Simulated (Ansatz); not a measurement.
# A computed series for hypothetical CdI2 type MnF2: pressure series

Consider MnF2 in the CdI2 type structure (space group P-3m1, No. 164; ferromagnetic; a hypothetical phase, not in the database extracts checked; layered, stacked along the Cartesian z axis).

```
MnF2
1.0
    3.32809     0.00000     0.00000
   -1.66405     2.88221     0.00000
    0.00000     0.00000     4.28100
Mn F
1 2
Direct
  0.00000   0.00000   0.00000
  0.33333   0.66667   0.22373
  0.66667   0.33333   0.77627
```

Cell and atoms are relaxed at each pressure.

Computed with PBE-D3(BJ), PAW, 420 eV (Ansatz, an electronic-structure program; scalar-relativistic without spin-orbit coupling).

```tsv
variant	band gap	density	c/a ratio	shortest interatomic distance
base	1.70 eV	3.76 g/cm³	1.286	2.147 Å
pressure −1 GPa	1.77 eV	3.49 g/cm³	1.370	2.154 Å
pressure 3 GPa	1.62 eV	4.11 g/cm³	1.199	2.132 Å
pressure 7 GPa	1.59 eV	4.41 g/cm³	1.138	2.116 Å
pressure 15 GPa	1.45 eV	4.78 g/cm³	1.050	2.099 Å
pressure 30 GPa	1.17 eV	5.01 g/cm³	0.962	2.112 Å
pressure 50 GPa	zero	5.92 g/cm³	0.881	2.031 Å
pressure 75 GPa	zero	6.72 g/cm³	0.779	1.989 Å
pressure 100 GPa	zero	7.13 g/cm³	0.763	1.963 Å
```

A case with no gap was solved on a k-mesh chosen for an insulator, which is coarse for it. From pressure 15 GPa on, the axis ratios lie over 15 % from the base's, so the cell there is far from its starting form. Load acts through the strain it causes; cell and atoms are relaxed under it. No phonon test of stability was made. Competing high-pressure phases were not computed. No Hubbard U is applied and the magnetic state is the run's own (MnF2 ferromagnetic); other magnetic orders, which need larger cells, were not tried and can change the gap. Where the two band edges lie in opposite spin channels, the gap is a spin-flip gap. The program warned that a D3 coordination switch lies within reach, so dispersion energies are less smooth here.
